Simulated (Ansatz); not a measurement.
1T (CdI2-type) MgI₂, treated with r²SCAN+SOC (Ansatz, a first-principles code, PAW).

Run with plane-wave cutoff 560 eV, 12×12×6 k mesh (along the axes of the cell as run), Fermi–Dirac smearing 0.01 eV, PAW data made under PBE.

Response to compression and expansion:

Shape and atoms are relaxed at each volume.

```csv
V (Å³/atom),P (GPa),direct gap at Γ (eV),smallest gap on the k mesh (eV),c (Å)
34.863,0.48,4.208,3.842,6.964
35.589,0.21,4.209,3.877,7.064
36.315,0.01,4.190,3.886,7.170
37.042,-0.14,4.177,3.893,7.285
37.768,-0.24,4.171,3.902,7.405
```

The fundamental gap (3.89 eV at the equilibrium volume, with added k points) lies elsewhere than Γ–Γ.

Note: for a layered or molecular solid the relaxed cell lies over 5 % above the published volume, where the minimum can be shallow; the cell comes from a level without a dispersion term, which matters for the spacing of layers, chains or molecules; the bulk modulus comes from volumes at which shape and atoms were relaxed.
